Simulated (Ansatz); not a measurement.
System: cubic perovskite CsCaF3. Method: rVV10 in Ansatz (PAW).

Run with plane-wave cutoff 520 eV, 8×8×8 k mesh, Fermi–Dirac smearing 0.01 eV, scalar-relativistic PAW data made under PBE.

Computed at the level's own relaxed cell.

Problem. What does this level give for the lattice constant a, bulk modulus B0 and volume per atom?

Solution. 
* **lattice constant a**: 4.528 Å
* **bulk modulus B0**: 55.2 GPa
* **volume per atom**: 18.57 Å³/atom

Measured, for comparison: bulk modulus 50.9 GPa (room temperature, no zero-point or thermal correction; as tabulated in Vaitheeswaran et al. (2016), arXiv:1609.00541). Computed (rounded) less measured: bulk modulus +8 %. A static lattice is as a rule a little smaller and stiffer than an uncorrected measurement, which narrows the difference in the bulk modulus and would widen misses of the other sign.

Note: the relaxation could not lower the start's symmetry, so the cell can be a saddle point above a distorted one.

Spin–orbit coupling is not included.

Static lattice: no zero-point or thermal effects.

Computing time: about 90 core-seconds (a rough figure).

Ansatz is an electronic-structure program.
